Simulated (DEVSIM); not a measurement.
Structure: Si p+/n-/n+ power diode, at 300 K.

```tsv
layer (left to right)	material	thickness (μm)	Nd (cm⁻³)	Na (cm⁻³)	τn (s)	τp (s)
1	Si	0.850	-	4.8e18	5.2e-7	5.2e-7
2	Si	17.0	1.7e14	-	5.2e-7	5.2e-7
3	Si	2.00	2e18	-	5.2e-7	5.2e-7
```

Left contact: ohmic. Right contact: ohmic. Voltage is applied to the left contact. Recombination: SRH at mid-gap. Mobility is μmin + (μ − μmin)/(1 + (N/Nref)^α).

Constants are typed, rounded textbook-type inputs, not results; the design itself was drawn at random and stands for no fabricated device. Values at 300 K; Nc and Nv go as T^1.5, mobilities as T to minus their exponent, the gap by Varshni's rule with the affinity fixed.

| parameter | Si |
|---|---|
| gap (eV) | 1.124 |
| affinity (eV) | 4.05 |
| permittivity | 11.7 |
| Nc (cm⁻³) | 2.86e19 |
| Nv (cm⁻³) | 3.1e19 |
| μn (cm²/Vs) | 1417 |
| μp (cm²/Vs) | 470 |
| μn,min | 52 |
| μp,min | 45 |
| Nref,n | 9.7e16 |
| Nref,p | 2.2e17 |
| αn | 0.68 |
| αp | 0.72 |
| T exponent of μn | 2.3 |
| T exponent of μp | 2.2 |
| Varshni α (eV/K) | 0.000473 |
| Varshni β (K) | 636 |

Model (solved in DEVSIM): 1D drift-diffusion, Boltzmann statistics, complete ionisation; no tunnelling, impact ionisation, image-force lowering or self-heating.

The temperature was swept, all else fixed.

| temperature (K) | dark forward voltage at 1 A/cm² (V) | dark forward voltage at 100 A/cm² (V) | potential step across the device at zero bias (V) |
|---|---|---|---|
| 250 | 0.762 | 0.921 | 1.050 |
| 300 | 0.662 | 0.856 | 1.007 |
| 350 | 0.558 | 0.786 | 0.960 |
| 400 | 0.452 | 0.714 | 0.911 |
| 450 | 0.344 | 0.639 | 0.859 |
| 500 | 0.238 | 0.562 | 0.804 |

From the first row to the last the dark forward voltage at 1 A/cm² goes from 0.762 to 0.238. From the first row to the last the dark forward voltage at 100 A/cm² goes from 0.921 to 0.562.
